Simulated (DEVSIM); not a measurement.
Device: Ti/AlN/p-Ge capacitor, at 300 K.

Layer 1 from the left is AlN, thickness (nm) 2.60. Layer 2 from the left is Ge, thickness (nm) 5700, Na (cm⁻³) 1.1e16.

Metal gate on the left, work function 4.33 eV. Fixed charge at the semiconductor interface 7.5e11 cm⁻² (in units of +e); no interface traps.

The device is made up for the run: typed textbook-type constants, with dimensions and the other settings drawn at random. Values at 300 K.

AlN: gap (eV) 6.1, affinity (eV) 1.9, permittivity 8.5. Ge: gap (eV) 0.664, affinity (eV) 4, permittivity 16, Nc (cm⁻³) 1.04e19, Nv (cm⁻³) 6e18.

**Question.** Estimate by hand the flat-band voltage, the threshold voltage, and compare with a numerical solution.

**Answer.** 
- Flat-band voltage: C = 2.89 μF/cm², work-function difference -0.171 V; VFB = φms − qNf/C = -0.21 V; numerical -0.21 V.
- Threshold voltage: φF = 0.162 V, depletion charge √(4εqNφF) = 4.02e-8 C/cm²; VT = VFB + 2φF + Qd/C = 0.13 V; numerical 0.13 V.

Model (solved in DEVSIM): 1D Poisson equation in equilibrium, Boltzmann statistics, complete ionisation; no quantum confinement or tunnelling. Metal contacts follow the ideal Schottky-Mott rule: no Fermi-level pinning, no interface dipoles.
